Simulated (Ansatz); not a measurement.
A computed series for SrTiO3: alloy series

Consider SrTiO₃ in the cubic perovskite structure (space group Pm-3m, No. 221).

```yaml
crystal:
  lattice:
    - [3.90695, 0.00000, 0.00000]
    - [0.00000, 3.90695, 0.00000]
    - [0.00000, 0.00000, 3.90695]
  atoms:
    - { symbol: Sr, position: [0.00000, 0.00000, 0.00000] }
    - { symbol: Ti, position: [0.50000, 0.50000, 0.50000] }
    - { symbol: O, position: [0.00000, 0.50000, 0.50000] }
    - { symbol: O, position: [0.50000, 0.50000, 0.00000] }
    - { symbol: O, position: [0.50000, 0.00000, 0.50000] }
```

The other end (x = 1) is BaTiO3 in the cubic perovskite structure (space group Pm-3m, No. 221): 12.74 Å³/atom, gap 2.17 eV; this end may not be an ambient phase.

Ba replaces a fraction x of Sr; each row is one arrangement (x, atoms in the cell, starting space group or random), fully relaxed.

Method: r2SCAN/PAW in Ansatz (an electronic-structure program), no spin-orbit coupling.

Notes on the quantities. gap character: in this cell's own zone, which can be folded.

```tsv
variant	mixing energy	volume per atom	gap character
base	–	11.93 Å³	–
x(Ba) = 0.5, 10 atoms, Fm-3m	+8 meV/atom	(withheld)	(withheld)
x(Ba) = 0.5, 10 atoms, P4/mmm (arrangement A)	+1 meV/atom	12.33 Å³	indirect, M → Γ
x(Ba) = 0.5, 10 atoms, P4/mmm (arrangement B)	+4 meV/atom	12.34 Å³	indirect, Z → Γ
```

Some entries are withheld; estimate them.


- x(Ba) = 0.5, 10 atoms, Fm-3m, volume per atom: 12.35 Å³
- x(Ba) = 0.5, 10 atoms, Fm-3m, gap character: direct at Γ

These are small ordered cells, not random alloys; other orderings at the same x differ. Stability against distortions was not tested. The final runs are not spin-polarised. Many cubic perovskites are stable only at high temperature; tilts and polar distortions were not tested. This is not the structure that BaTiO3 has at room temperature and ambient pressure. Labels are those of the standard path for the cell's own space group.
